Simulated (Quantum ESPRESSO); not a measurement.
Input and output of a self-consistent single point for ZnNi (P4mm, 2 atoms in the cell) (Quantum ESPRESSO).

Level of theory: PBEsol, SSSP 1.1.2 efficiency (PBE) pseudopotentials (plane waves; Quantum ESPRESSO).

```
ZnNi
1.0
    2.88046     0.00000     0.00000
    0.00000     2.88046     0.00000
    0.00000     0.00000     2.88046
Zn Ni
1 1
Cartesian
  1.44023   1.44023   1.49023
  0.00000   0.00000   0.00000
```

Reference input (self-consistent single point, DFT, PBEsol, plane waves, SSSP 1.1.2 efficiency (PBE) pseudopotentials): ecutwfc = 50 Ry; ecutrho = 400 Ry; occupations = smearing; smearing = gaussian; degauss = 0.0073499 Ry; input_dft = pbesol; potentials = {Zn: Zn_pbe_v1.uspp.F.UPF, Ni: ni_pbe_v1.4.uspp.F.UPF}; K_POINTS = automatic 7 7 7 0 0 0; conv_thr = 1e-09 Ry. This run's input differs from it in these lines:

```diff
@@ -17,4 +17,4 @@
    occupations = 'smearing'
-   smearing = 'gaussian'
-   degauss = 0.0073499
+   smearing = 'marzari-vanderbilt'
+   degauss = 0.000734986
    input_dft = 'pbesol'
@@ -31,3 +31,3 @@
 K_POINTS automatic
-7 7 7  0 0 0
+12 12 12  0 0 0
```

Output, abridged:

```
     Self-consistent Calculation

     iteration #  1     ecut=    50.00 Ry     beta= 0.70

     total energy              =    -781.76661591 Ry
     estimated scf accuracy    <      32.84826084 Ry

     iteration #  2     ecut=    50.00 Ry     beta= 0.70

     total energy              =    -803.51403121 Ry
     estimated scf accuracy    <      35.18187529 Ry

     iteration #  3     ecut=    50.00 Ry     beta= 0.70

     total energy              =    -806.00527633 Ry
     estimated scf accuracy    <       6.06907561 Ry

   [... 15 blocks of this kind left out ...]

     iteration # 19     ecut=    50.00 Ry     beta= 0.70

     total energy              =    -804.07311739 Ry
     estimated scf accuracy    <          4.4E-09 Ry

     iteration # 20     ecut=    50.00 Ry     beta= 0.70
     End of self-consistent calculation

     Number of k-points >= 100: set verbosity='high' to print the bands.

     the Fermi energy is    16.5652 ev

!    total energy              =    -804.07311739 Ry
     estimated scf accuracy    <          8.1E-10 Ry
     smearing contrib. (-TS)   =      -0.00000539 Ry
     internal energy E=F+TS    =    -804.07311200 Ry

     convergence has been achieved in  20 iterations

     Forces acting on atoms (cartesian axes, Ry/au):

     atom    1 type  1   force =     0.00000000    0.00000000   -0.01181592
     atom    2 type  2   force =     0.00000000    0.00000000    0.01181592

     Total force =     0.016710     Total SCF correction =     0.000005

          total   stress  (Ry/bohr**3)                   (kbar)     P=      -70.26
  -0.00047213   0.00000000   0.00000000          -69.45        0.00        0.00
   0.00000000  -0.00047213   0.00000000            0.00      -69.45        0.00
   0.00000000   0.00000000  -0.00048865            0.00        0.00      -71.88

   JOB DONE.
```

The run converged in 20 iterations. Against the reference run the free energy goes down by 2.4 meV/atom, the pressure goes from -6.84 to -7.03 GPa and the largest force hardly changes (0.303 to 0.304 eV/Å).

The starting cell comes from a database of computed structures (which also holds hypothetical and non-ambient phases and stackings), without a prior relaxation at this level. Its lattice was rescaled by up to half a per cent. One atom was moved a little off its site on purpose. Spin polarisation is off. With a pressure of about -7 GPa the cell is away from its equilibrium volume at this level.

Cost on one core of a shared machine: roughly 60 s.
